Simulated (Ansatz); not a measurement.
**W, response to strain**

The parent structure is W in the bcc (W type) structure (space group Im-3m, No. 229; a = 3.1688 Å; relaxed with 0.1 eV smearing). Axes: x, y, z lie along the cube axes.

Strains are applied to the cell and any free atomic positions relax; under biaxial strain the out-of-plane vector relaxes too.

Level of theory: r2SCAN (Ansatz, a program for electronic structure), spin-orbit coupling left out.

Notes on the quantities. energy relative to the base: free energy F; pressure: mean of the normal stresses, compression positive.

| variant | energy relative to the base | ratio −ε⊥/ε∥ | pressure |
|---|---|---|---|
| base | 0 meV/atom | – | 0.0 GPa |
| biaxial strain +0.50 %, plane normal [001], relaxed out of plane | +1.5 meV/atom | – | -2.0 GPa |
| biaxial strain +1.00 %, plane normal [001], relaxed out of plane | +5.9 meV/atom | 0.72 | -3.9 GPa |
| biaxial strain +1.50 %, plane normal [001], relaxed out of plane | … | … | … |
| biaxial strain +2.00 %, plane normal [001], relaxed out of plane | +23 meV/atom | 0.70 | -7.5 GPa |
| biaxial strain +2.50 %, plane normal [001], relaxed out of plane | +36 meV/atom | 0.69 | -9.3 GPa |
| biaxial strain +3.00 %, plane normal [001], relaxed out of plane | +51 meV/atom | 0.69 | -10.9 GPa |

Question: Complete the table.

Answer: 
- biaxial strain +1.50 %, plane normal [001], relaxed out of plane, energy relative to the base: +13 meV/atom
- biaxial strain +1.50 %, plane normal [001], relaxed out of plane, ratio −ε⊥/ε∥: 0.71
- biaxial strain +1.50 %, plane normal [001], relaxed out of plane, pressure: -5.7 GPa

No phonon test of stability was made. The final runs are not spin-polarised.
